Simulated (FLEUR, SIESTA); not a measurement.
A SIESTA input for a self-consistent single point of Os (P6_3/mmc, 2 atoms in the cell) (DFT, GGA PBE, numerical atomic orbitals DZP, PseudoDojo PBE standard norm-conserving potentials (rewritten from UPF to PSML)):

```
# files in the folder: Os.psml (PseudoDojo PBE standard)
SystemName  Os
SystemLabel siesta

NumberOfAtoms                2
NumberOfSpecies              1
%block ChemicalSpeciesLabel
  1 76 Os
%endblock ChemicalSpeciesLabel
LatticeConstant              1.0 Ang
%block LatticeVectors
     1.365000000   -2.364249350    0.000000000
     1.365000000    2.364249350    0.000000000
     0.000000000    0.000000000    4.320000000
%endblock LatticeVectors
AtomicCoordinatesFormat      ScaledCartesian
%block AtomicCoordinatesAndAtomicSpecies
     1.365000000    0.788083132    1.080000000  1
     1.365000000   -0.788083132    3.240000000  1
%endblock AtomicCoordinatesAndAtomicSpecies

XC.functional                GGA
XC.authors                   PBE
PAO.BasisSize                DZP
PAO.EnergyShift              0.005 Ry
MeshCutoff                   350 Ry
%block kgrid.MonkhorstPack
   11   0   0  0.0
    0  11   0  0.0
    0   0   6  0.0
%endblock kgrid.MonkhorstPack
OccupationFunction           MP
OccupationMPOrder            0
ElectronicTemperature        136.0 meV

MaxSCFIterations             150
SCF.Mixer.Method             Pulay
SCF.Mixer.Weight             0.25
SCF.Mixer.History            8
SCF.DM.Tolerance             1.0E-05
Diag.ParallelOverK           true
WriteForces                  true
```

Question: Write the same calculation as an input for FLEUR.

Answer: This is the input that was run; spellings and numerical settings could be chosen otherwise.

Input of the input generator:

```
scf Os
&input film=f /
1.3649999993 -2.3642493512 0.0000000000
1.3649999993 2.3642493512 0.0000000000
0.0000000000 0.0000000000 4.3200000000
1.8897261246
1.0 1.0 1.0

2
76 0.3333333333 0.6666666667 0.2500000000
76 0.6666666667 0.3333333333 0.7500000000

&comp jspins=1 /
&kpt div1=11 div2=11 div3=6 gamma=t /
&end /
```

```xml
<?xml version="1.0" encoding="UTF-8" standalone="no"?>
<fleurInput fleurInputVersion="0.39">
   <comment>
      scf Os                                                                                              
   </comment>
   <calculationSetup>
      <cutoffs Kmax="4.3" Gmax="15.0" GmaxXC="15.0" numbands="0"/>
      <scfLoop itmax="60" minDistance="0.00001" maxIterBroyd="25" imix="Anderson" alpha="0.05" precondParam="0.0" spinf="2.0"/>
      <coreElectrons ctail="T" frcor="F" kcrel="0" coretail_lmax="0"/>
      <xcFunctional name="pbe" relativisticCorrections="F"/>
      <magnetism jspins="1"/>
      <soc l_soc="F" theta="0.0" phi="0.0" spav="F"/>
      <expertModes spex="0" secvar="F"/>
      <geometryOptimization l_f="T" forcealpha="1.0" forcemix="BFGS" epsdisp="0.00001" epsforce="0.00001"/>
      <ldaU l_linMix="F" mixParam="0.05" spinf="1.0"/>
   </calculationSetup>
   <cell>
      <bzIntegration valenceElectrons="28.0" mode="gauss" fermiSmearingEnergy="0.00499791">
         <kPointListSelection listName="default-1"/>
         <!-- k-points included here -->
         <xi:include xmlns:xi="http://www.w3.org/2001/XInclude" href="kpts.xml"> </xi:include>
      </bzIntegration>
      <!-- symmetry operations included here -->
      <xi:include xmlns:xi="http://www.w3.org/2001/XInclude" href="sym.xml"> </xi:include>
      <bulkLattice scale="1.0">
         <bravaisMatrix>
            <row-1>    2.5794761587561914    -4.4677837640312399     0.0000000000000000</row-1>
            <row-2>    2.5794761587561914     4.4677837640312399     0.0000000000000000</row-2>
            <row-3>    0.0000000000000000     0.0000000000000000     8.1636168582720003</row-3>
         </bravaisMatrix>
      </bulkLattice>
   </cell>
   <atomSpecies>
      <species name="Osmium (Os)" element="Os" atomicNumber="76">
         <mtSphere radius="2.36" gridPoints="813" logIncrement="0.016"/>
         <atomicCutoffs lmax="10" lnonsphr="8"/>
         <electronConfig flipSpins="F">
            <coreConfig>(1s1/2) (2s1/2) (2p1/2) (2p3/2) (3s1/2) (3p1/2) (3p3/2) (4s1/2) (3d3/2) (3d5/2) (4p1/2) (4p3/2) (5s1/2) (4d3/2) (4d5/2) (4f5/2) (4f7/2)</coreConfig>
            <valenceConfig>(5p1/2) (5p3/2) (6s1/2) (5d3/2) (5d5/2)</valenceConfig>
            <stateOccupation state="(5d3/2)" spinUp="1.2" spinDown="1.2"/>
            <stateOccupation state="(5d5/2)" spinUp="1.8" spinDown="1.8"/>
         </electronConfig>
         <energyParameters s="6" p="6" d="5" f="5"/>
         <lo type="SCLO" l="1" n="5" eDeriv="0"/>
      </species>
   </atomSpecies>
   <atomGroups>
      <atomGroup species="Osmium (Os)">
         <relPos label="                   1">1.000/3.000 -1.000/3.000 1.000/4.000</relPos>
         <relPos label="                   2">-1.000/3.000 1.000/3.000 -1.000/4.000</relPos>
         <force calculate="T" relaxXYZ="TTT"/>
      </atomGroup>
   </atomGroups>
   <output dos="F" band="F" slice="F">
      <checks vchk="F" cdinf="F"/>
      <bandDOS minEnergy="-.5*Htr" maxEnergy="0.5*Htr" sigma="0.015" storeEVData="T"/>
      <vacuumDOS vacdos="F" integ="F" star="F" nstars="0" locx1="0.0" locy1="0.0" locx2="0.0" locy2="0.0" nstm="0" tworkf="0.0"/>
      <unfoldingBand unfoldBand="F" supercellX="1" supercellY="1" supercellZ="1"/>
      <plotting iplot="0" polar="F">
         <plot TwoD="T" vec1="  1.0  0.0  0.0" vec2="  0.0  1.0  0.0" vec3="  0.0  0.0  1.0" zero="  0.0  0.0  0.0" file="plot"/>
      </plotting>
      <chargeDensitySlicing numkpt="0" minEigenval="0.0" maxEigenval="0.0" nnne="0" pallst="F"/>
      <specialOutput eonly="F"/>
      <magneticCircularDichroism mcd="F" energyLo="-10.0" energyUp="0.0"/>
   </output>
  <!-- We include the file relax.xml here to enable relaxations (see documentation) -->
  <xi:include xmlns:xi="http://www.w3.org/2001/XInclude" href="relax.xml"> <xi:fallback/> </xi:include>
</fleurInput>
```

Basis settings and potentials, where a program has them, do not carry over. This input uses DFT, PBE, all-electron FLAPW (FLEUR), scalar-relativistic valence.

The starting cell has typed, rounded lattice constants, without a prior relaxation at this level.
